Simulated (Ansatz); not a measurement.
# Carrier properties of SiC (F-43m)

Here is the system:

```
CSi
1.0
    0.00000     2.17845     2.17845
    2.17845     0.00000     2.17845
    2.17845     2.17845     0.00000
Si C
1 1
Cartesian
  1.08922   1.08922   1.08922
  0.00000   0.00000   0.00000
```

These are HSE06, rigid bands (plane waves, PAW, scalar-relativistic; Ansatz, a first-principles code) values and carry that method's errors. How the cell was made: cell and atoms relaxed with PBEsol.

```yaml
band_gap: 2.23 eV
electron conductivity mass (300 K, dilute): 0.29 mₑ
hole conductivity mass (300 K, dilute): 0.64 mₑ
effective density of states N_c (300 K): 1.4e19 cm⁻³
effective density of states N_v (300 K): 1.4e20 cm⁻³
density_of_states_mass_electrons: 0.66 mₑ
density_of_states_mass_holes: 3.2 mₑ
Seebeck coefficient, n-type 1e19 cm⁻³, 300 K: -246 μV/K
best n-type power factor at 300 K for τ = 10 fs (best axis; densities from 1e16 to 1e21 cm⁻³ tried, whether or not they can be reached): 7.5 μW/(cm·K²) at 3e19 cm⁻³
Seebeck coefficient, p-type 1e19 cm⁻³, 300 K: 434 μV/K
best p-type power factor at 300 K for τ = 10 fs (best axis; densities from 1e16 to 1e21 cm⁻³ tried, whether or not they can be reached): 30 μW/(cm·K²) at 3e20 cm⁻³
```

Rigid bands; masses and Seebeck coefficients take one relaxation time τ for all states and one kind of carrier; polarons and phonon drag are left out. Spin-orbit coupling is left out; where it splits the top of the valence band, N_v and the p-type Seebeck coefficient come out somewhat high without it. Geometry: cell and atoms relaxed with PBEsol.
